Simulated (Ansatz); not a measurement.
C (R-3m, No. 166, 4 atoms in the cell; start mp-569304; another form than the element's usual one)

Level of theory: LDA in Ansatz (PAW).

Numerical settings: plane-wave cutoff 520 eV, 16×16×16 k mesh, Fermi–Dirac smearing 0.01 eV, scalar-relativistic PAW data made under PBE.

Cell (relaxed at this level):

```xyz
4
Lattice="1.2222 0.7057 11.0429 -1.2222 0.7057 11.0429 0.0000 -1.4113 11.0429" Properties=species:S:1:pos:R:3 pbc="T T T"
C      0.0000     0.0000    31.4620
C      0.0000     0.0000     1.6666
C      0.0000     0.0000     9.3760
C      0.0000     0.0000    23.7527
```

```
Item                                                   Value
--------  --------------------------------------------------
band gap  0.01 eV (under three smearing widths, so not firm)
Γ–Γ gap                                              6.14 eV
```

Static lattice: no zero-point or thermal effects.

The result took about 19 core-seconds (a rough figure).

A start named mp-… is a Materials Project structure, which need not be a measured phase.

Ansatz is a quantum-chemistry and plane-wave program.
